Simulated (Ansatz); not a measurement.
# A self-consistent single point of Sr4Bi2O (I4mm, 7 atoms in the cell) with Ansatz

Computed with PBEsol, default PAW files made with PBE (plane waves; Ansatz, a first-principles code).

The input file:

Ansatz 0.2 input:
```yaml
crystal:
  lattice:
    - [-2.507475, 2.507475, 8.799607]
    - [2.507475, -2.507475, 8.799607]
    - [2.507475, 2.507475, -8.799607]
  atoms:
    - { symbol: Sr, position: [0.837811, 0.837811, 0.000000] }
    - { symbol: Sr, position: [0.170230, 0.170230, 0.000000] }
    - { symbol: Sr, position: [0.998080, 0.498080, 0.500000] }
    - { symbol: Sr, position: [0.498080, 0.998080, 0.500000] }
    - { symbol: Bi, position: [0.637780, 0.637780, 0.000000] }
    - { symbol: Bi, position: [0.360260, 0.360260, 0.000000] }
    - { symbol: O, position: [0.990200, 0.990200, 0.000000] }
basis:
  ecutwfc: 420.0
kpoints:
  mp_grid:
    grid: [3, 3, 3]
hamiltonian:
  xc: pbesol
  pseudopotentials:
    kind: paw
scf:
  occupations:
    method: fermi_dirac
    width: 0.02
output:
  forces: true
  eigenvalues: true
  stress: true
```

Log, with long lists cut:

```
WARN ansatz: RAYON_NUM_THREADS=1 ignored (pool sized by the plan → 1); use --threads N
basis.fft_grid_basis auto: the FFT boxes are laid along the combinations [[1, 0, 1], [0, 1, 1], [0, 0, 1]] of the cell's own vectors, 5.015, 5.015 and 9.487 Å …
Pseudopotentials: kind: paw
Pseudopotential: Sr, paw, valence charge 10
Pseudopotential: Bi, paw, valence charge 15
Pseudopotential: O, paw, valence charge 6
Crystal: 7 atoms, lattice volume = 221.308 Å³
Basis set: ecut = 420 eV, 4305 PW (Γ), FFT grids on a1+a3, a2+a3, a3, exchange–correlation on 72×72×128 points (8 copies of the dense FFT grid, shifted against one another)
Bands: 46, of which v1, the nominal top of the filled ones, is band 38 counted from 1 (37 counted from 0)
Symmetry: 8 space group operations
Space group: I4mm (ITA 107), of the structure as read, at distance tolerance 6.0e-5 Å
k-points: 6 of 27 (time reversal used)
PAW frozen core: Sr, regenerated for the run's functional, and the local potential with it
PAW frozen core: Bi, regenerated for the run's functional, and the local potential with it
PAW frozen core: O, regenerated for the run's functional, and the local potential with it
Initial density: superposition of atomic densities (neutral atoms: chi_scale 0, normalization atom), corrected by the library's trained network
Initial wavefunctions: pseudopotential atomic-orbital guess
Eigensolver: davidson
Functional: x = pbesol(κ = 0.804, μ = 0.12345679012345678), c = pbesol(β = 0.046)
SCF iter   1: F=—  HF=-39021.789818 eV  |F-HF|=—  |Δ(HF+E_count)|=         —  Δρ=7.63e-3  dr2=1.43e-1  ethr=1.77e-3  ⟨swp⟩=15.7  Hψ=1745  notcnv=0
all-band conjugate gradients solve this SCF's bands
preconditioner: auto → Resta (q_TF=auto, 2.283 Å⁻¹)
SCF iter   2: F=—  HF=-39021.765187 eV  |F-HF|=—  |Δ(HF+E_count)|=   2.46e-2  Δρ=4.02e-3  dr2=2.46e-2  ethr=1.88e-4  ⟨swp⟩=2.8  Hψ=533  notcnv=0  defer=12
SCF iter   3: F=—  HF=-39021.760235 eV  |F-HF|=—  |Δ(HF+E_count)|=   4.95e-3  Δρ=8.27e-4  dr2=2.15e-3  ethr=3.24e-5  ⟨swp⟩=2.3  Hψ=450  notcnv=0  defer=13
SCF iter   4: F=—  HF=-39021.759743 eV  |F-HF|=—  |Δ(HF+E_count)|=   4.92e-4  Δρ=1.53e-4  dr2=1.04e-4  ethr=2.83e-6  ⟨swp⟩=2.8  Hψ=459  notcnv=0  defer=13
SCF iter   5: F=—  HF=-39021.759740 eV  |F-HF|=—  |Δ(HF+E_count)|=   3.38e-6  Δρ=4.94e-5  dr2=6.55e-6  ethr=1.37e-7  ⟨swp⟩=3.0  Hψ=520  notcnv=0  defer=13
SCF iter   6: F=—  HF=-39021.759958 eV  |F-HF|=—  |Δ(HF+E_count)|=   2.19e-4  Δρ=1.87e-5  dr2=7.11e-7  ethr=8.62e-9  ⟨swp⟩=2.0  Hψ=477  notcnv=0  defer=13
SCF iter   7: F=-39021.759958 eV  HF=-39021.759958 eV  |F-HF|=4.44e-10  |Δ(HF+E_count)|=   2.15e-7  Δρ=4.73e-6  dr2=6.40e-8  ethr=1.32e-10  ⟨swp⟩=12.5  Hψ=1344  notcnv=0
SCF 1 converged in 7 iterations: F = -39021.759958 eV  dr2 = 6.40e-8
SCF converged after 7 iterations
Free energy (F): -39021.759958 eV
Harris-Foulkes:  -39021.759958 eV  (|F-HF|=4.44e-10)
Internal energy: -39021.759958 eV  (E = F + TS)
E sigma→0 (E₀):  -39021.759958 eV
Fermi energy:    8.539214 eV
--- Per-component energies (eV) ---
  E_band       = -612.672823
  E_kinetic    = 1764.146222
  E_local      = -6507.471186  (includes V_loc(G=0)·N_el)
  E_nonlocal   = 1979.873083
  E_hartree    = 1978.434633
  E_xc         = -1059.836886
  E_vxc        = -1028.247572  (∫ρ·V_xc dr)
  E_paw        = -31750.694947  (= ΣΔE_a)
  E_vpaw       = -777.848453  (= ΣTr[D̂ρ^β])
  E_aug_tail   = 0.001448  (compensation charges beyond the density's cutoff)
  E_ewald      = -5426.964509
  E_core_change = 0.752182  (= ΣΔE_core)
  E_smearing   = -0.000000  (= −TS)
  E_closure    = 0.000000  (closes the sum)
  Σ components = -39021.759958   (vs F -39021.759958, Δ=0.00e0)
--- Forces (eV/Å), atoms counted from 1 ---
  atom   1  Sr     0.00000000     0.00000000    -0.09287741
  atom   2  Sr    -0.00000000    -0.00000000     0.02296980
  atom   3  Sr     0.00000000     0.00000000     0.05576470
  atom   4  Sr    -0.00000000     0.00000000     0.05576470
  atom   5  Bi    -0.00000000    -0.00000000    -0.02653790
  atom   6  Bi     0.00000000     0.00000000     0.08332889
  atom   7  O      0.00000000    -0.00000000    -0.09840403
  max |Σ_I F_I| component: 8.76e-6 eV/Å
--- Stress (GPa, compression-positive) ---
       -0.997646      -0.000000      -0.000000
       -0.000000      -0.997646      -0.000000
       -0.000000       0.000000      -1.140366
  P = ⅓ Tr σ = -1.0452 GPa (-10.452 kbar)
  The stress holds the Pulay correction. Without it, at fixed plane waves, as pw.x and ABINIT print it: P = -1.1133 GPa
--- Band table (eV; the first three rows and the last of 6) ---
  k-point 0: bands = ["-27.5269", "-27.3057", "-26.7958", "-26.6857", "-13.1777", "-13.1730", "-13.1730", "-13.1723", "-13.1643", "-13.1601", "-13.1492", "-13.1492", "-13.1469", "-13.1379", "-9.7346", "-9.5766", "-9.5328", "-9.5328", "-9.3653", [...]
  k-point 1: bands = ["-27.5261", "-27.3044", "-26.7530", "-26.7254", "-13.1774", "-13.1747", "-13.1731", "-13.1727", "-13.1603", "-13.1601", "-13.1496", "-13.1491", "-13.1487", "-13.1339", "-10.5772", "-9.5711", "-9.5509", "-9.5428", "-9.3750", [...]
  k-point 2: bands = ["-27.5265", "-27.3050", "-26.7677", "-26.7126", "-13.1782", "-13.1755", "-13.1731", "-13.1729", "-13.1622", "-13.1610", "-13.1504", "-13.1493", "-13.1489", "-13.1360", "-10.1781", "-9.5802", "-9.5510", "-9.5232", "-9.3814", [...]
  k-point 5: bands = ["-27.5265", "-27.3050", "-26.7677", "-26.7126", "-13.1780", "-13.1755", "-13.1730", "-13.1729", "-13.1623", "-13.1612", "-13.1504", "-13.1493", "-13.1489", "-13.1360", "-10.1763", "-9.5766", "-9.5569", "-9.5238", "-9.3877", [...]
```

The run converged in 7 iterations.

The starting cell comes from a database of computed structures (which also holds hypothetical and non-ambient phases and stackings), without a prior relaxation at this level. Its lattice was rescaled by up to half a per cent. One atom was moved a little off its site on purpose. Spin-orbit coupling is off. Ansatz's pressure includes its estimate of the finite-basis (Pulay) stress.
